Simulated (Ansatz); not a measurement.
Defect: interstitial Ag in wurtzite AlN, charge state +1. Level of theory: PBE, PAW (plane waves to 420 eV; Ansatz, a program for electronic structure).

72-site cell at the relaxed PBE lattice, a 2×2×2 k-point mesh shifted by half a step along c, smearing 0.01 eV, spin-restricted, no finite-size correction. No zero-point or tunnelling terms. The charge state is imposed; whether it is stable for some Fermi level was not computed. Sites that were not tried may lie lower.

A. a concerted move, in which Ag travels most; the atom moves 1.55 Å along (0.00, -0.49, 0.00) of the unit cell; the moving atom starts with neighbours Al at 2.26, 2 Al at 2.49, 2 Al at 2.61; N at 2.06, 2 N at 2.32, 2 N at 2.59 Å and ends with Al at 2.26, 2 Al at 2.49, 2 Al at 2.61; N at 2.06, 2 N at 2.32, 2 N at 2.59 Å; saddle order not checked.
B. Ag moves alone to another site (a rearrangement that moves the defect's centre by under 1 Å); the atom moves 1.58 Å along (0.51, 0.51, 0.00) of the unit cell; the moving atom starts with neighbours Al at 2.26, 2 Al at 2.49, 2 Al at 2.61; N at 2.06, 2 N at 2.32, 2 N at 2.59 Å and ends with Al at 2.26, 2 Al at 2.49, 2 Al at 2.61; N at 2.06, 2 N at 2.32, 2 N at 2.59 Å; saddle order not checked, on a symmetry element.

A band can be held on a symmetry element, so unchecked saddle points there may be too high.

### Question
Rank these by forward barrier (lowest first), as PBE, PAW gives it.

### Answer
B (0.27 eV), A (0.79 eV)
